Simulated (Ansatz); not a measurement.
```xyz
4
Lattice="3.1821 0.0000 0.0000 -1.5911 2.7558 0.0000 0.0000 0.0000 4.9127" Properties=species:S:1:pos:R:3 pbc="T T T"
Al     0.0000     1.8372    -0.0337
Al     1.5911     0.9186     2.4227
N      0.0000     1.8372     1.8760
N      1.5911     0.9186     4.3324
```

All values below come from HSE06, rigid bands (plane waves, PAW, scalar-relativistic; Ansatz, a first-principles code). Condition of this run: biaxial stress in the c plane of -9 GPa (compression positive) (the target of the relaxation). Cell: cell and atoms relaxed with PBEsol, then loaded as said.

Problem. Predict the hole conductivity mass (n e² τ/σ) at 300 K, by direction if it differs.

Solution. 2.7 (x), 2.7 (y), 0.33 (z) mₑ.

Problem. What conductivity effective mass do dilute electrons have at 300 K?

Solution. 0.29 (x), 0.29 (y), 0.31 (z) mₑ.

Problem. And the band gap?

Solution. 5.06 eV at this level.

Rigid bands, one relaxation time for all states, no polarons. Spin-orbit coupling is left out; where it splits the top of the valence band it changes the hole mass and lowers the gap by about a third of the splitting. Geometry: cell and atoms relaxed with PBEsol.
